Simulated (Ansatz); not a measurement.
# A computed series for Mo: response to strain

Consider Mo in the bcc (W type) structure (space group Im-3m, No. 229; a = 3.1300 Å; relaxed with 0.1 eV smearing). Axes: x, y, z lie along the cube axes.

Strains are applied to the cell and any free atomic positions relax.

All numbers come from Kohn–Sham DFT with the PBEsol functional, run in Ansatz (a first-principles code) with PAW and 420 eV plane waves, no spin-orbit coupling.

Notes on the quantities. pressure: mean of the normal stresses, compression positive; energy relative to the base: free energy F.

```json
[
 {"change": "base", "shortest interatomic distance": "2.711 Å", "pressure": "0.0 GPa", "energy relative to the base": "0 meV/atom"},
 {"change": "tensor shear ε_xy = +0.29 %", "shortest interatomic distance": "2.705 Å", "pressure": "0.0 GPa", "energy relative to the base": "+0.2 meV/atom"},
 {"change": "tensor shear ε_xy = +1.14 %", "shortest interatomic distance": "2.690 Å", "pressure": "0.1 GPa", "energy relative to the base": "+2.6 meV/atom"},
 {"change": "tensor shear ε_xy = +0.57 %", "shortest interatomic distance": "2.700 Å", "pressure": "0.0 GPa", "energy relative to the base": "+0.7 meV/atom"},
 {"change": "tensor shear ε_xy = +2.00 %", "shortest interatomic distance": "[?]", "pressure": "[?]", "energy relative to the base": "[?]"},
 {"change": "tensor shear ε_xy = +1.71 %", "shortest interatomic distance": "2.680 Å", "pressure": "0.2 GPa", "energy relative to the base": "+5.9 meV/atom"},
 {"change": "tensor shear ε_xy = +0.86 %", "shortest interatomic distance": "2.695 Å", "pressure": "0.1 GPa", "energy relative to the base": "+1.5 meV/atom"},
 {"change": "tensor shear ε_xy = +1.43 %", "shortest interatomic distance": "2.685 Å", "pressure": "0.2 GPa", "energy relative to the base": "+4.1 meV/atom"}
]
```

### Question
What belongs in the blanks?

### Answer

- tensor shear ε_xy = +2.00 %, shortest interatomic distance: 2.675 Å
- tensor shear ε_xy = +2.00 %, pressure: 0.3 GPa
- tensor shear ε_xy = +2.00 %, energy relative to the base: +8.1 meV/atom

Whether these cells are dynamically stable was not tested. The final runs are not spin-polarised.
